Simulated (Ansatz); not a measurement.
## Thickness series in AlN

Start from AlN in the zinc blende structure (space group F-43m, No. 216).

```
AlN
1.0
    0.00000     2.18477     2.18477
    2.18477     0.00000     2.18477
    2.18477     2.18477     0.00000
N Al
1 1
Direct
  0.75000   0.75000   0.75000
  0.00000   0.00000   0.00000
```

Cartesian axes are those of the cell as printed.

Free-standing slabs (2 atom(s) a layer) normal to [110] with 15 Å of vacuum; in-plane cell held at bulk.

Calculations: Ansatz (a program for electronic structure), r2SCAN, PAW, cutoff 500 eV, without spin-orbit coupling, earlier PAW set.

Notes on the quantities. layer's space group: with vacuum.

```json
[
 {"change": "base", "layer's space group": "–", "thickness between the outermost nuclei": "–", "band gap": "3.93 eV"},
 {"change": "1 layer", "layer's space group": "Pmm2 (No. 25)", "thickness between the outermost nuclei": "–", "band gap": "1.64 eV"},
 {"change": "2 layers", "layer's space group": "Pmn2_1 (No. 31)", "thickness between the outermost nuclei": "1.43 Å", "band gap": "(withheld)"},
 {"change": "3 layers", "layer's space group": "Pmm2 (No. 25)", "thickness between the outermost nuclei": "3.07 Å", "band gap": "(withheld)"},
 {"change": "4 layers", "layer's space group": "Pmn2_1 (No. 31)", "thickness between the outermost nuclei": "4.59 Å", "band gap": "(withheld)"},
 {"change": "5 layers", "layer's space group": "Pmm2 (No. 25)", "thickness between the outermost nuclei": "6.14 Å", "band gap": "2.84 eV"},
 {"change": "6 layers", "layer's space group": "Pmn2_1 (No. 31)", "thickness between the outermost nuclei": "7.68 Å", "band gap": "3.15 eV"},
 {"change": "7 layers", "layer's space group": "Pmm2 (No. 25)", "thickness between the outermost nuclei": "9.23 Å", "band gap": "3.11 eV"}
]
```

Q: What belongs in the blanks?

A: 
- 2 layers, band gap: 3.38 eV
- 3 layers, band gap: 2.08 eV
- 4 layers, band gap: 3.01 eV

Stability against distortions was not tested. This is not the structure that AlN has at room temperature and ambient pressure.
